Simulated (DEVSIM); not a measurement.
System: illuminated InP p-on-n cell, one wavelength, at 400 K.

```
layer (left to right)  material  thickness (μm)  Nd (cm⁻³)  Na (cm⁻³)   τn (s)   τp (s)  absorption coefficient (cm⁻¹)
---------------------  --------  --------------  ---------  ---------  -------  -------  -----------------------------
1                           InP           0.740          -     8.8e17  3.1e-10  1.2e-11                          15000
2                           InP            2.60     6.3e16          -  5.3e-10  5.3e-10                          15000
```

Left contact: ohmic, minority electron recombination velocity 10000 cm/s. Right contact: ohmic, minority hole recombination velocity 4000 cm/s. Voltage is applied to the left contact. Recombination: SRH at mid-gap, radiative, Auger. Light enters at the left, 2.8e18 photons cm⁻² s⁻¹, one pass, no reflection. Mobility is μmin + (μ − μmin)/(1 + (N/Nref)^α).

Constants are typed, rounded textbook-type inputs, not results; the design itself was drawn at random and stands for no fabricated device. Values at 300 K; Nc and Nv go as T^1.5, mobilities as T to minus their exponent, the gap by Varshni's rule with the affinity fixed.

```
parameter              InP
----------------  --------
gap (eV)             1.344
affinity (eV)         4.38
permittivity          12.5
Nc (cm⁻³)           5.7e17
Nv (cm⁻³)           1.1e19
μn (cm²/Vs)           5200
μp (cm²/Vs)            170
μn,min                 400
μp,min                  10
Nref,n                3e17
Nref,p              4.9e17
αn                    0.47
αp                    0.62
T exponent of μn         2
T exponent of μp         2
B (cm³/s)          1.2e-10
Cn (cm⁶/s)           9e-31
Cp (cm⁶/s)           9e-31
Varshni α (eV/K)  0.000363
Varshni β (K)          162
```

Model (solved in DEVSIM): 1D drift-diffusion, Boltzmann statistics, complete ionisation; no tunnelling, impact ionisation, image-force lowering or self-heating.

The doping Nd of layer 2 was swept, all else fixed.

```csv
doping Nd of layer 2 (cm^-3),potential step across the device at zero bias (V),dark forward voltage at 100 A/cm² (V),dark forward voltage at 1 A/cm² (V),largest power (mW/cm²)
1.9e15,0.998,0.905,0.642,149
6.3e15,1.039,0.909,0.683,157
1.9e16,1.077,0.927,0.722,164
6.3e16,1.119,0.954,0.764,172
1.9e17,1.157,0.980,0.799,179
```

From the first row to the last the potential step across the device at zero bias goes from 0.998 to 1.157. From the first row to the last the dark forward voltage at 100 A/cm² goes from 0.905 to 0.980.
